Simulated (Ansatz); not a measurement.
# NaF, pressure series

The parent structure is NaF in the rock salt structure (space group Fm-3m, No. 225; a = 4.5945 Å).

Cell and atoms are relaxed at each pressure.

Computed with r2SCAN/PAW in Ansatz (a program for electronic structure), no spin-orbit coupling.

Candidates:
(a) pressure 30 GPa
(b) pressure 9 GPa
(c) pressure 22.5 GPa
(d) pressure −2 GPa

Base values:

Band gap: 7.28 eV

Problem. Order them by band gap, lowest first.

Solution. (d) pressure −2 GPa (7.05 eV), (b) pressure 9 GPa (8.06 eV), (c) pressure 22.5 GPa (8.89 eV), (a) pressure 30 GPa (9.26 eV)

Load acts through the strain it causes; cell and atoms are relaxed under it. Stability against distortions was not tested. No other phases were tried under pressure.
